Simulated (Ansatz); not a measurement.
## Response to strain in Ir

Base system: Ir in the fcc (Cu type) structure (space group Fm-3m, No. 225; a = 3.8716 Å; relaxed with 0.1 eV smearing).

Strains are applied to the cell and any free atomic positions relax.

Computed with PBE (Ansatz, a program for electronic structure; PAW; 420 eV plane waves; without spin-orbit coupling).

Candidates:
(a) isotropic strain −1.50 %
(b) isotropic strain +2.00 %
(c) isotropic strain −2.00 %
(d) isotropic strain +1.00 %

Notes on the quantities. energy relative to the base: free energy F.

Task: Order them by energy relative to the base, lowest first.

Result: (d) isotropic strain +1.00 % (+14 meV/atom), (a) isotropic strain −1.50 % (+34 meV/atom), (b) isotropic strain +2.00 % (+52 meV/atom), (c) isotropic strain −2.00 % (+61 meV/atom)

Whether these cells are dynamically stable was not tested. All final runs are without spin polarisation.
